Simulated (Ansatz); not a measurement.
C on the 1x1 (111) surface of fcc Pt, one in a 2x2 cell, energies for each (27.3 Å²). Energies are against an atom of graphite, without zero-point or thermal terms; each row is named by its start.

Level of theory: PBE (plane waves to 420 eV, PAW; Ansatz, a program for electronic structure).

Q: Which site binds most strongly?
A. hollow Pt-Pt-Pt over Pt at depth 4.6 Å
B. top Pt
C. hollow Pt-Pt-Pt over Pt at depth 2.3 Å

A: A, hollow Pt-Pt-Pt over Pt at depth 4.6 Å. Adsorption energies: hollow Pt-Pt-Pt over Pt at depth 4.6 Å 0.81 eV; hollow Pt-Pt-Pt over Pt at depth 2.3 Å 0.95 eV; top Pt 3.03 eV.
